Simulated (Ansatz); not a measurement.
A computed series for ZrC: response to strain

Base system: ZrC in the rock salt structure (space group Fm-3m, No. 225; a = 4.669 Å; relaxed with 0.1 eV smearing).

Strains are applied to the cell and any free atomic positions relax.

Level of theory: PBEsol (Ansatz, a quantum-chemistry and plane-wave program; PAW; 420 eV plane waves; no spin-orbit coupling).

Notes on the quantities. energy relative to the base: free energy F.

```json
[
 {"isotropic strain (%)": "-3", "energy relative to the base (meV/atom)": "83.3"},
 {"isotropic strain (%)": "-2.5", "energy relative to the base (meV/atom)": "57.0"},
 {"isotropic strain (%)": "-2", "energy relative to the base (meV/atom)": "35.9"},
 {"isotropic strain (%)": "-1.5", "energy relative to the base (meV/atom)": "19.9"},
 {"isotropic strain (%)": "0", "energy relative to the base (meV/atom)": "0.0"},
 {"isotropic strain (%)": "0.5", "energy relative to the base (meV/atom)": "2.1"},
 {"isotropic strain (%)": "1.5", "energy relative to the base (meV/atom)": "18.1"},
 {"isotropic strain (%)": "2.5", "energy relative to the base (meV/atom)": "?"},
 {"isotropic strain (%)": "3", "energy relative to the base (meV/atom)": "69.4"}
]
```

Problem. Fit ΔE = Aε² + Bε³ (ε in %) to the rows shown and predict the withheld row.

Solution. Least squares on the printed values gives A = 8.48 and B = -0.26 meV/atom (largest residual 0.1 meV/atom); this predicts 49.0 meV/atom, and the run gives 48.9 meV/atom, in agreement.

Whether these cells are dynamically stable was not tested. All final runs are without spin polarisation.
